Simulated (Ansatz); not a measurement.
**Defect calculation: I_F in rock-salt LiF**

Calculation: PBE, PAW (plane waves to 420 eV; Ansatz, a quantum-chemistry and plane-wave program). A 2×2×2 supercell of 64 sites was used; the energies come from a 2×2×2 shifted sampling of its zone. Site at the start: the F site. Finite-size correction: monopole term and site-potential alignment. Dielectric constants: PBE linear response of the host. Host gap at this level: 8.83 eV. Finite-size and sampling errors can reach tenths of an eV here. Levels are measured in PBE's own, too narrow, gap. Spin–orbit coupling is left out, which matters for these heavy elements. Each state is the lowest found from its start.

```tsv
charge	moment (μB)	point group	largest move off a lattice site (Å)	image correction with alignment (eV)
+1†	1.0	–	0.81	0.87
0	not spin-polarised	near C3i	0.47	0.00
−1*	1.0	–	0.53	–
```

* At this level the carrier isn't localised at the defect: at charge −1 electrons occupy the conduction band. Such a state is shallow or no state of the defect, and this cell gives it no level.

† Not settled in this cell, so no level is given: charge +1: a large or scattered potential alignment.

Point groups are those of the whole cell at tolerances of 0.03 and 0.1 Å ("near" where only the looser one holds); none is given for unsettled states.

Flagged in the runs: a doubtful potential alignment, a strain field that reaches the edge of the cell.

All states together cost around 40 core-minutes (rough).
